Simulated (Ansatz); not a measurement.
System: Al vacancy in corundum (charge state -3). Calculation: PBE, PAW (plane waves to 420 eV; Ansatz, a program for electronic structure).

270-site cell at the relaxed PBE lattice, the Γ point alone, smearing 0.01 eV, spin-restricted, no finite-size correction. No zero-point or tunnelling terms. The charge state is imposed; whether it is stable for some Fermi level was not computed. Forms of the defect that were not tried may lie lower.

The step: a nearby Al atom hops onto the vacant site; the atom moves 2.41 Å along (-0.28, 0.28, 0.03) of the unit cell; the moving atom starts with neighbours O at 1.77, O at 1.83, O at 1.92, O at 2.00, O at 2.03, O at 2.19 Å and ends with O at 1.77, O at 1.83, O at 1.92, O at 2.00, O at 2.03, O at 2.19 Å. On the band's own sampling the forward barrier is 1.39 eV. Harmonic modes of the moving Al atom alone, all others held, come from finite differences of 0.015 Å. The saddle point's order was not checked.

Q: Give the atom's modes at both geometries.

A: start 11.7, 12.4, 15.3 THz; saddle point 4.8i, 10.9 and 23.7 THz.

Q: What attempt frequency and zero-point change of the barrier follow from these modes alone, and what classical rate at 300 K?

A: ν = (11.7 × 12.4 × 15.3) / (10.9 × 23.7) ≈ 8.5 THz. The zero-point energy changes the barrier by h/2 × (34.7 − 39.4) THz = -0.010 eV. The classical rate is ν exp(−1.39/0.0259) ≈ 4e-11 s⁻¹. One atom's modes give a rough prefactor, not that of the whole cell.
